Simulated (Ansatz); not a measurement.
Ansatz (a first-principles code), DFT, PBE, plane waves, its default PAW files: diamond-structure Si with 1 P on Si sites, atoms displaced (Si63P), unrelaxed at the host's lattice constant, 64 atoms. Basis and mesh were picked for this test and aren't claimed converged.

```yaml
cell: 10.86, 10.86, 10.86 Å; 90, 90, 90°
distance_to_the_nearest_atom: 2.25 to 2.37 Å
task: md
k mesh: 2×2×2
hamiltonian.xc: pbe
kind_of_files: paw
scf.occupations.method: gaussian
scf.occupations.width: 0.05 eV
output.forces: true
md.timestep: 1 fs
md.n_steps: 12
md.ensemble: nve
md.temperature: 600 K
md.initial_velocities: maxwell_boltzmann
md.seed: 7
memory maximum (--max-ram): 200GiB
accuracy: medium (default)
basis.precision: auto (default)
basis.xc_grid: 2 (default)
scf.eigensolver.kind: auto (default)
scf.mixing.algorithm: auto (default)
scf.mixing.preconditioner: auto (default)
scf.convergence.dr2_threshold: 6.4e-08 (default)
scf.lower_state_search: light (default)
k-points after symmetry: 8
bands_at_the_start: 193
electrons: 257
plane waves at Γ: 25173
cutoff (eV): 420
FFT grid: 75×75×75
symmetry_operations: 1
```

Hardware: Arm Neoverse V2, 96 cores on 1 socket, no SMT, 1 L3 cache group; 94 cores' worth of CPU time may be used.

Times are wall-clock medians of two to five runs, from launch to exit, with nothing else on the machine. Unless noted, each process is bound to its own block of adjacent cores. The build: release build for Arm (Neoverse V2), one process with threads; another build can shift the numbers. Scratch files lie in a memory file system.

All on 88 threads. The settings tried:
- md.density_extrapolation = not set
- md.density_extrapolation = none
- md.density_extrapolation = second_order
- md.density_extrapolation = transplant

**Question.** Which of them ends in the fewest SCF iterations (all cycles of the run, searches included), and which in the least time?

**Answer.** Fewest SCF iterations (all cycles of the run, searches included): md.density_extrapolation = second_order (46). Shortest time: md.density_extrapolation = second_order, 26 s; level within 8 % or the scatter of repeats: md.density_extrapolation = not set. All converged. In the base run the program took: scf.mixing.algorithm MSR1, scf.mixing.preconditioner Resta, scf.eigensolver.kind band_cg, --slots 8, --kpoint-pools 1.

```
setting                                  SCF iterations (all cycles of the run, searches included)  applications of H to a band  wall time
---------------------------------------  ---------------------------------------------------------  ---------------------------  ---------
md.density_extrapolation = second_order                                                         46                       215578       26 s
md.density_extrapolation = not set                                                              61                       217556       27 s
md.density_extrapolation = transplant                                                           82                       291900       33 s
md.density_extrapolation = none                                                                112                       335904       34 s
```

6 planned settings were not run, for want of time.

Keys are those of Ansatz 0.2.
